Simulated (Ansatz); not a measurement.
# ZrO2 with two functionals, uniaxial stress, 0.5 GPa compression along x

Base system: ZrO2 in the fluorite structure (space group Fm-3m, No. 225; a = 5.116 Å). Axes: x, y, z lie along the cube axes.

(Cell as relaxed with PBE.)

Levels (all Ansatz, an electronic-structure program, PAW, earlier PAW set): PBE (420 eV, no spin-orbit coupling); r2SCAN (500 eV, spin-orbit coupling left out).

Each level relaxes its own structure.

```
base                      PBE    r2SCAN
-------------------  --------  --------
volume per atom      11.16 Å³  10.98 Å³
lattice parameter a   5.116 Å   5.089 Å
band gap              3.32 eV   3.89 eV
```

One thing is altered: uniaxial stress, 0.5 GPa compression along x, with the cell and atoms free to relax against it.

```csv
quantity,PBE,r2SCAN
"strain response (xx, yy, zz)","(−0.10, +0.02, +0.02) %",___
smallest direct gap,3.74 eV,___
shortest interatomic distance,2.215 Å,___
```

Q: Predict the r2SCAN column.

A: 
- strain response (xx, yy, zz), r2SCAN: (−0.10, +0.01, +0.01) %
- smallest direct gap, r2SCAN: 4.28 eV
- shortest interatomic distance, r2SCAN: 2.203 Å

PBE's smallest direct gap lies 0.54 eV below r2SCAN's; PBE's shortest interatomic distance lies 0.012 Å above r2SCAN's (0.5 %). Neither level is exact; r2SCAN is the comparison here, not a measurement.

Beyond what the load breaks, stability against distortions was not tested. This is not the structure that ZrO2 has at room temperature and ambient pressure.
